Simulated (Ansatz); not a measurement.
Partial pair distribution functions of a relaxed model of amorphous Ti20O43Ga2, broadened by 0.06 Å; density 3.72 g/cm³. Level of theory: PBE, scalar-relativistic without spin-orbit coupling (plane waves to 420 eV, PAW; Ansatz, a program for electronic structure).

The cell was made by melting and quenching with the CHGNet potential and then relaxed with DFT. O atoms were pushed apart under 1.9 Å during the dynamics, to hinder bonds among them. The hot cell started wider than the set density and was brought back towards it in steps. It is the lowest in DFT energy of 2 quenches. It is a model cell: composition and starting density were chosen by hand, and all elements were melted together. No dispersion term was used. Its density started from a set value of 3.72 and ended at 3.72 g/cm³. Cooling (nominally 360 K/ps over its main leg) ran many orders faster than in experiment, which tends to leave more defects and strain. A cell of this size samples the disorder only roughly. The volume was held where the preparation left it and the shape relaxed, at a PBE pressure of 1.3 GPa. Stress components on the final sampling reach 1.4 GPa.

| r (Å) | g Ti-O | g O-Ga | g Ti-Ti | g O-O |
|---|---|---|---|---|
| 1.55 | 0.01 | 0.00 | 0.00 | 0.00 |
| 1.65 | 0.36 | 0.04 | 0.00 | 0.00 |
| 1.75 | 2.86 | 1.59 | 0.00 | 0.00 |
| 1.85 | 5.80 | 6.86 | 0.00 | 0.00 |
| 1.95 | 6.05 | 6.48 | 0.00 | 0.00 |
| 2.05 | 3.32 | 1.88 | 0.00 | 0.00 |
| 2.15 | 1.60 | 1.02 | 0.00 | 0.00 |
| 2.25 | 0.58 | 0.12 | 0.00 | 0.02 |
| 2.35 | 0.20 | 0.06 | 0.00 | 0.30 |
| 2.45 | 0.20 | 0.66 | 0.00 | 0.90 |
| 2.55 | 0.06 | 0.45 | 0.00 | 1.30 |
| 2.65 | 0.04 | 0.16 | 0.00 | 2.47 |
| 2.75 | 0.12 | 0.78 | 0.04 | 3.44 |
| 2.85 | 0.06 | 0.78 | 0.67 | 2.97 |
| 2.95 | 0.14 | 0.19 | 1.42 | 2.19 |
| 3.05 | 0.26 | 0.36 | 1.02 | 1.32 |
| 3.15 | 0.55 | 0.38 | 1.92 | 1.02 |
| 3.25 | 0.64 | 0.30 | 2.06 | 0.91 |
| 3.35 | 0.47 | 0.53 | 2.30 | 0.89 |
| 3.45 | 0.79 | 0.83 | 2.94 | 0.95 |
| 3.55 | 0.99 | 0.76 | 2.58 | 0.83 |
| 3.65 | 1.14 | 0.26 | 2.33 | 0.48 |
| 3.75 | 1.38 | 1.63 | 1.59 | 0.66 |
| 3.85 | 1.36 | 2.10 | 0.52 | 0.69 |
| 3.95 | 1.10 | 1.57 | 0.29 | 0.73 |
| 4.05 | 1.35 | 1.26 | 0.34 | 0.66 |
| 4.15 | 1.36 | 1.29 | 0.70 | 0.53 |
| 4.25 | 1.30 | 0.97 | 0.45 | 0.59 |
| 4.35 | 1.48 | 2.35 | 0.42 | 0.56 |
| 4.45 | 1.52 | 1.62 | 0.99 | 0.71 |
| 4.55 | 1.28 | 1.10 | 0.70 | 0.88 |

Within 2.56 Å each Ti has 5.40 O neighbours on average.
